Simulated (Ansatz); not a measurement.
```yaml
crystal:
  lattice:
    - [13.50000, 0.00000, 0.00000]
    - [0.00000, 13.50000, 0.00000]
    - [0.00000, 0.00000, 3.98445]
  atoms:
    - { symbol: Be, position: [0.43825, 0.43825, 0.00000] }
    - { symbol: S, position: [0.40373, 0.40373, 0.50000] }
    - { symbol: S, position: [0.40373, 0.59627, 0.00000] }
    - { symbol: Be, position: [0.43825, 0.56175, 0.50000] }
    - { symbol: S, position: [0.59627, 0.40373, 0.00000] }
    - { symbol: Be, position: [0.56175, 0.43825, 0.50000] }
    - { symbol: Be, position: [0.56175, 0.56175, 0.00000] }
    - { symbol: S, position: [0.59627, 0.59627, 0.50000] }
```

Calculation: PBE (plane waves to 420 eV, PAW; Ansatz, an electronic-structure program). Mesh 1×1×70. No spin polarisation. Periodic along z alone, with about 11 Å of vacuum beside it. A hypothetical model. Only distortions within the start's symmetry and period were free.

**Question.** Tabulate the two highest filled and two lowest empty levels along the axis, from the valence top.

**Answer.** 
```
k (2π/c)  v2 (eV)  v1 (eV)  c1 (eV)  c2 (eV)
--------  -------  -------  -------  -------
0.000       -1.23     0.00     3.23     3.38
0.042       -1.20    -0.02     3.19     3.41
0.083       -1.10    -0.09     3.07     3.51
0.125       -0.98    -0.20     2.92     3.65
0.167       -0.86    -0.35     2.82     3.81
0.208       -0.75    -0.54     2.79     3.97
0.250       -0.68    -0.68     2.88     4.11
0.292       -0.64    -0.64     3.08     4.25
0.333       -0.63    -0.63     3.38     4.36
0.375       -0.64    -0.64     3.74     4.46
0.417       -0.67    -0.67     4.08     4.52
0.458       -0.69    -0.69     4.34     4.54
0.500       -0.69    -0.69     4.49     4.49
```
